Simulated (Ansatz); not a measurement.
**BeTe, response to strain**

The parent structure is BeTe in the zinc blende structure (space group F-43m, No. 216; a = 5.6043 Å). Axes: x, y, z lie along the cube axes.

Strains are applied to the cell and any free atomic positions relax; under biaxial strain the out-of-plane vector relaxes too.

Computed with PBEsol (Ansatz, a program for electronic structure, PAW, no spin-orbit coupling).

```tsv
biaxial strain, plane normal [111], relaxed out of plane (%)	out-of-plane strain (%)
0	0.00
0.42	-0.16
0.83	-0.34
1.25	-0.51
1.67	?
2.08	-0.84
2.5	-1.00
```

Fit ε⊥ = −νε + γε² (strains in %) to the rows shown and predict the withheld row.

Least squares on the printed values gives ν = 0.41 (the biaxial Poisson response) and γ = 0.004 (largest residual 0.01 %); this predicts -0.67 %, and the run gives -0.68 %, in agreement.

Stability against distortions was not tested.
